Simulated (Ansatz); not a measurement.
SiC, point defects

The parent structure is a 24-atom supercell of SiC in the zinc blende structure (space group F-43m, No. 216) at its relaxed geometry.

```
CELL_PARAMETERS angstrom
      0.00000     4.35691     4.35691
      4.35691    -4.35691     4.35691
      4.35691     4.35691     0.00000
ATOMIC_POSITIONS crystal
  C  0.50000 0.25000 0.50000
  C  0.50000 0.25000 0.00000
  C  0.66667 0.58333 0.66667
  C  0.66667 0.58333 0.16667
  C  0.83333 0.91667 0.83333
  C  0.83333 0.91667 0.33333
  C  0.00000 0.25000 0.50000
  C  0.00000 0.25000 0.00000
  C  0.16667 0.58333 0.66667
  C  0.16667 0.58333 0.16667
  C  0.33333 0.91667 0.83333
  C  0.33333 0.91667 0.33333
  Si 0.00000 0.00000 0.00000
  Si 0.00000 0.00000 0.50000
  Si 0.16667 0.33333 0.16667
  Si 0.16667 0.33333 0.66667
  Si 0.33333 0.66667 0.33333
  Si 0.33333 0.66667 0.83333
  Si 0.50000 0.00000 0.00000
  Si 0.50000 0.00000 0.50000
  Si 0.66667 0.33333 0.16667
  Si 0.66667 0.33333 0.66667
  Si 0.83333 0.66667 0.33333
  Si 0.83333 0.66667 0.83333
```

One neutral defect a cell, atoms relaxed at fixed cell.

Computed with PBEsol (Ansatz, a first-principles code, PAW, spin-orbit coupling left out), earlier PAW set.

```tsv
variant	total moment of the cell	gap of the supercell	pressure	largest displacement of a host atom from its site in the perfect cell
perfect supercell	–	1.24 eV	0.0 GPa	–
Mg on a Si site, symmetric start	0.2 μB	zero	6.0 GPa	0.21 Å
Nb on a Si site	0.0 μB	zero	6.7 GPa	0.19 Å
Si interstitial (started 1.78 Å from the nearest host atom)	0.0 μB	zero	8.7 GPa	0.18 Å
Si vacancy, symmetric start	0.0 μB	0.37 eV	2.5 GPa	0.33 Å
Li interstitial (started 1.89 Å from the nearest host atom)	0.0 μB	zero	4.1 GPa	0.07 Å
```

The magnetic state is the one reached from the starting moments; the real material's order can differ, and small cells can't hold many antiferromagnetic ones. The cell is small, so the values are those of an ordered compound at a high defect concentration; dilute-limit values will differ. A case with no gap was solved on a k-mesh chosen for an insulator, which is coarse for it. Defects with a symmetric start kept the site's symmetry and may sit on a saddle; the others started slightly shaken. Starting moments died away, wholly or in part, for Mg on a Si site, Nb on a Si site, Si interstitial (started 1.78 Å from the nearest host atom) and Si vacancy and more; another magnetic solution may exist.
